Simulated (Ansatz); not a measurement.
Sr2MgMoO6, pressure series

Base system: Sr$_{2}$MgMoO$_{6}$ (space group I4/m, No. 87; a cell from a computed database, its experimental status unchecked).

Sr2MgMoO6 has the tetragonal space group I4/m (No. 87), Pearson symbol tI20. Conventional cell: a = b = 5.5327 Å, c = 7.9475 Å, α = β = γ = 90.00°. Sr on 4d is surrounded by 4 O at 2.574 Å and 4 O at 2.767 Å and 4 O at 3.023 Å. Mg on 2b has 6 O at 2.053–2.056 Å (octahedral). Mo on 2a is coordinated by 6 O at 1.911–1.917 Å (octahedral). O1 on 4e sees 1 Mo at 1.917 Å and 1 Mg at 2.056 Å and 4 Sr at 2.767 Å (octahedral). O2 on 8h is surrounded by 1 Mo at 1.911 Å and 1 Mg at 2.053 Å and 2 Sr at 2.574 Å and 2 Sr at 3.023 Å. (Neighbours: up to the widest gap in distance over summed covalent radii, below 1.35, at either atom; cation-cation and far metal-metal contacts left out.)
(The calculation used a cell of 10 atoms; values per cell refer to that cell.)

Cell and atoms are relaxed at each pressure.

The values are results of plane-wave PAW DFT at the PBEsol level (Ansatz, an electronic-structure program, 420 eV), spin-orbit coupling left out, not measurements.

| P (GPa) | V (Å³/atom) |
|---|---|
| 0.30 | 12.138 |
| 0.70 | 12.103 |
| 3.00 | 11.916 |
| 5.00 | 11.766 |
| 7.50 | 11.591 |
| 10.00 | 11.430 |

Q: Fit a third-order Birch–Murnaghan equation of state.

A: Least squares on P(V) = (3B₀/2)[(V₀/V)^(7/3) − (V₀/V)^(5/3)]·[1 + (3/4)(B₀′ − 4)((V₀/V)^(2/3) − 1)] gives V₀ = 12.16 Å³/atom, B₀ = 139 GPa and B₀′ = 4.7.

Load acts through the strain it causes; cell and atoms are relaxed under it. No phonon test of stability was made. Competing high-pressure phases were not computed.
